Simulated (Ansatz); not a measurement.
## ZnAu: response to strain

Take ZnAu in the CsCl type structure (space group Pm-3m, No. 221; relaxed with 0.1 eV smearing) as the base.

```cif
data_AuZn
_chemical_formula_sum 'Zn1 Au1'
_space_group_name_H-M_alt 'Pm-3m'
_space_group_IT_number 221
_space_group_name_Hall '-P 4 2 3'
_cell_length_a 3.12862
_cell_length_b 3.12862
_cell_length_c 3.12862
_cell_angle_alpha 90.000
_cell_angle_beta 90.000
_cell_angle_gamma 90.000
loop_
_atom_site_label
_atom_site_type_symbol
_atom_site_symmetry_multiplicity
_atom_site_Wyckoff_symbol
_atom_site_fract_x
_atom_site_fract_y
_atom_site_fract_z
_atom_site_occupancy
Zn1 Zn 1 b 0.50000 0.50000 0.50000 1
Au1 Au 1 a 0.00000 0.00000 0.00000 1
```

Strains are applied to the cell and any free atomic positions relax.

Method: plane-wave PAW DFT at the PBEsol level (Ansatz, a first-principles code, 420 eV), without spin-orbit coupling.

Notes on the quantities. energy relative to the base: free energy F.

```tsv
isotropic strain (%)	energy relative to the base (meV/atom)
-3	63.3
-2	26.9
-1.5	14.8
-1	6.4
0	0.0
0.5	1.5
1.5	?
2	22.5
2.5	34.3
```

**Question.** Fit ΔE = Aε² + Bε³ (ε in %) to the rows shown and predict the withheld row.

**Answer.** Least squares on the printed values gives A = 6.19 and B = -0.28 meV/atom (largest residual 0.1 meV/atom); this predicts 13.0 meV/atom, and the run gives 12.9 meV/atom, in agreement.

Stability against distortions was not tested.
